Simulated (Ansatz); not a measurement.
Worked example: self-consistent single point of InAs (Fm-3m, 2 atoms in the cell) in Ansatz (a program for electronic structure).

Method of the run: LDA (PW92), default PAW files made with PBE (plane waves; Ansatz).

```
InAs
1.0
    0.00000     2.89169     2.89169
    2.89169     0.00000     2.89169
    2.89169     2.89169     0.00000
In As
1 1
Cartesian
  2.89169   2.89169   2.89169
  0.00000   0.00000   0.00000
```

Reference input (self-consistent single point, DFT, LDA (PW92), plane waves, default PAW files made with PBE): basis.ecutwfc = 30.9 Ry; kpoints.mp_grid.grid = 10 10 10; hamiltonian.xc = lda; hamiltonian.pseudopotentials = {kind: paw} (the program's default PAW files); scf.occupations.method = gaussian; scf.occupations.width = 0.0073 Ry. This run's input differs from it in these lines:

Ansatz 0.2 input:
```diff
@@ -13,3 +13,3 @@
   mp_grid:
-    grid: [10, 10, 10]
+    grid: [16, 16, 16]
 hamiltonian:
@@ -21,3 +21,3 @@
     method: gaussian
-    width: 0.0073 Ry
+    width: 0.022 Ry
 output:
```

The program printed (abridged):

```
SCF iter   1: F=—  HF=-10230.925600 eV  |F-HF|=—  |Δ(HF+E_count)|=         —  Δρ=7.63e-3  dr2=2.21e-2  ethr=1.77e-3  ⟨swp⟩=5.1  Hψ=11012  notcnv=0
all-band conjugate gradients solve this SCF's bands
preconditioner: auto → Kerker (q_TF=auto, 2.491 Å⁻¹)
SCF iter   2: F=—  HF=-10230.918881 eV  |F-HF|=—  |Δ(HF+E_count)|=   6.72e-3  Δρ=4.23e-3  dr2=7.45e-3  ethr=7.89e-5  ⟨swp⟩=1.3  Hψ=3822  notcnv=0
SCF iter   3: F=—  HF=-10230.916716 eV  |F-HF|=—  |Δ(HF+E_count)|=   2.17e-3  Δρ=7.56e-4  dr2=3.69e-4  ethr=2.66e-5  ⟨swp⟩=2.8  Hψ=4179  notcnv=0
SCF iter   4: F=—  HF=-10230.916602 eV  |F-HF|=—  |Δ(HF+E_count)|=   1.14e-4  Δρ=3.20e-4  dr2=4.38e-5  ethr=1.32e-6  ⟨swp⟩=2.0  Hψ=4650  notcnv=0
SCF iter   5: F=—  HF=-10230.916588 eV  |F-HF|=—  |Δ(HF+E_count)|=   1.41e-5  Δρ=8.42e-5  dr2=4.12e-6  ethr=1.56e-7  ⟨swp⟩=2.0  Hψ=4437  notcnv=0
SCF iter   6: F=—  HF=-10230.916587 eV  |F-HF|=—  |Δ(HF+E_count)|=   6.87e-7  Δρ=1.83e-5  dr2=1.47e-7  ethr=1.47e-8  ⟨swp⟩=2.0  Hψ=4664  notcnv=0
SCF iter   7: F=-10230.916587 eV  HF=-10230.916587 eV  |F-HF|=6.00e-10  |Δ(HF+E_count)|=   3.70e-8  Δρ=4.08e-6  dr2=4.54e-9  ethr=3.57e-10  ⟨swp⟩=5.1  Hψ=11068  notcnv=0
SCF 1 converged in 7 iterations: F = -10230.916587 eV  dr2 = 4.54e-9
Free energy (F): -10230.916587 eV
Internal energy: -10230.862543 eV  (E = F + TS)
E sigma→0 (E₀):  -10230.889565 eV
Entropy (-TS):   -0.054044 eV (-27.022 meV/atom)
Fermi energy:    9.241739 eV
--- Forces (eV/Å), atoms counted from 1 ---
  atom   1  In     0.00000000    -0.00000000    -0.00000000
  atom   2  As    -0.00000000     0.00000000     0.00000000
--- Stress (GPa, compression-positive) ---
       -5.732715      -0.000000      -0.000000
        0.000000      -5.732715       0.000000
       -0.000000       0.000000      -5.732715
  P = ⅓ Tr σ = -5.7327 GPa (-57.327 kbar)
  The stress holds the Pulay correction. Without it, at fixed plane waves, as pw.x and ABINIT print it: P = -5.7605 GPa
```

The run converged in 7 iterations. Against the reference run the free energy falls by 3.7 meV/atom and the pressure goes from -5.97 to -5.73 GPa.

The starting cell comes from a database of computed structures (which also holds hypothetical and non-ambient phases and stackings), without a prior relaxation at this level. Its lattice was rescaled by up to half a per cent. With a pressure of about -6 GPa the cell is away from its equilibrium volume at this level. Ansatz's pressure includes its estimate of the finite-basis (Pulay) stress. The run gives no clean gap (levels at the Fermi energy touch, overlap or are partly filled at this smearing), which alone does not show that the compound is a metal.
